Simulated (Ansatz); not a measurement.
The parent structure is TiSi2 (space group Fddd, No. 70).

```
CELL_PARAMETERS angstrom
      0.00000     4.11477     4.26030
      2.38957     0.00000     4.26030
      2.38957     4.11477     0.00000
ATOMIC_POSITIONS crystal
  Si 0.66253 0.33747 0.66253
  Si 0.33747 0.66253 0.33747
  Si 0.58747 0.91253 0.58747
  Si 0.91253 0.58747 0.91253
  Ti 0.00000 0.00000 0.00000
  Ti 0.25000 0.25000 0.25000
```

Calculations: r2SCAN (Ansatz, a program for electronic structure), no SOC.

Before the change:

```
Property            Value
---------------  --------
Volume per atom  13.96 Å³
```

The change: a hydrostatic pressure of 22.5 GPa.

Q: How does this affect the volume per atom?

A: The volume per atom falls by 1.558 Å³ (13.96 Å³ → 12.41 Å³).

Load acts through the strain it causes; cell and atoms are relaxed under it. Whether these cells are dynamically stable was not tested. Competing high-pressure phases were not computed. All final runs are without spin polarisation.
